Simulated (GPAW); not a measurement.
**Pressure against volume in fcc Ir (space group 225) (GPAW, LDA)**

```xyz
1
Lattice="0.0000 1.8453 1.8453 1.8453 0.0000 1.8453 1.8453 1.8453 0.0000" Properties=species:S:1:pos:R:3 pbc="T T T"
Ir     0.0000     0.0000     0.0000
```

Computed with LDA (Perdew-Wang 92), GPAW PAW datasets LDA (gpaw-data 1.0.1) (plane waves; GPAW 25.7.0). Settings: mode = pw; ecut = 585 eV; xc = LDA; kpts = 27 27 27; mesh shift (steps) = 0 0 0; occupations.name = fermi-dirac; occupations.width = 0.05 eV; nbands = -5; convergence.forces = 0.001 eV/Å; symmetry.symmorphic = false; symmetry.tolerance = 0.0005; maxiter = 150. The cell above is the first row's. The rows scale it uniformly. In all rows the k mesh is held.

```csv
V (Å^3/atom),P (GPa)
12.567,45.64
12.841,32.97
13.114,21.71
13.387,11.69
13.660,2.61
13.934,-5.12
14.207,-12.13
14.480,-18.35
14.753,?
```

The 8 complete rows are fitted with a cubic, P against V. With u = V - 13.5, the rows have u = -0.9330, -0.6590, -0.3860, -0.1130, 0.1600, 0.4340, 0.7070, 0.9800. Least squares gives P = 7.828 - 32.9667·u + 7.2789·u² - 0.8936·u³. Residuals (row less fit): -0.008, 0.000, 0.021, 0.043, -0.126, 0.062, 0.027, -0.020; standard error 0.076 (degrees of freedom: 4). The fitted pressure is zero at V0 = 13.75, where dP/dV = -29.48, so B0 = -V0·dP/dV = 405 GPa.

**Question.** Estimate the missing P (V = 14.753); what did the run itself give?

**Answer.** u = 1.2530, so P = 7.828 - 32.9667 × 1.2530 + 7.2789 × 1.2530² - 0.8936 × 1.2530³ = -23.809 GPa. The calculation gives -23.86 GPa, 0.051 GPa below the prediction (0.1 % of the range of P in the table). The row lies outside the fitted rows, so this is an extrapolation. From the scatter of the fitted rows alone, a prediction at this place has a standard error of 0.202 GPa, so the miss is 0.3 times that.

Carrying the step between the two nearest rows on in a straight line would have given -24.57, off by 0.71; series whose last step already gives the withheld value aren't shown. The scan was laid around a cell of about the measured size, scaled by a guess for this functional. Spin polarisation is off. Spin-orbit coupling is off. Cutoffs and mesh are single choices, not tested for convergence of this quantity. Series with a scatter that would blur these digits, or in which a gap closes, are not shown.
